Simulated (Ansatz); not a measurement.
This concerns the energy of the reaction as written. Reaction: cell B → cell A. A negative value means that the right-hand side lies lower.

Cell A: a sheet of composition Be, 1 atom, square cell of 2.00 Å (4.0 Å²), symmetry P4/mmm, 0.0 Å thick under 16 Å of vacuum, in-plane vectors relaxed; planes from bottom to top: Be; a model cell; spin state with PBE: run without spin, k-point mesh 28×28×1.
```
Be
1.0
    1.99836     0.00000     0.00000
    0.00000     1.99836     0.00000
    0.00000     0.00000    16.00000
Be
1
Direct
  0.00000   0.00000   0.50000
```

Cell B: a sheet of composition Be, 1 atom, hexagonal cell of 2.13 Å (3.9 Å²), symmetry P6/mmm, 0.0 Å thick under 16 Å of vacuum, in-plane vectors relaxed; planes from bottom to top: Be; a model cell; spin state with PBE: run without spin, k-point mesh 36×36×1.
```yaml
crystal:
  lattice:
    - [2.13032, 0.00000, 0.00000]
    - [-1.06516, 1.84491, 0.00000]
    - [0.00000, 0.00000, 16.00000]
  atoms:
    - { symbol: Be, position: [0.00000, 0.00000, 0.50000] }
```

All numbers come from Ansatz (a first-principles code), plane waves with PAW, its default PAW set, cutoff 420 eV, 500 eV for r2SCAN. The structures are at rest with PBE; other levels are single points on them. Neutral cells; Fermi-Dirac smearing of at most 0.10 eV in the solids, energies taken to zero width. The lattices are those relaxed with PBE, so at other levels the solids can be strained, which adds to the spread. A dispersion term (D3(BJ), or D4 for r2SCAN) was computed beside these levels and is taken off wherever the name lacks it. Static lattices, no vibrational contributions. Cell A has symmetry P4/mmm and got no random move, so less symmetric positions, which may lie lower, weren't tried. Cell B has symmetry P6/mmm and got no random move, so less symmetric positions, which may lie lower, weren't tried.

### Question
Give the value at the level PBE.

### Answer
0.35 eV, for cell B → cell A.

### Question
How does the value move with the functional?

### Answer
| Functional | value (eV) | less PBE |
|---|---|---|
| r2SCAN | 0.36 | 0.01 |

The levels span only 0.01 eV, too little to tell them apart.
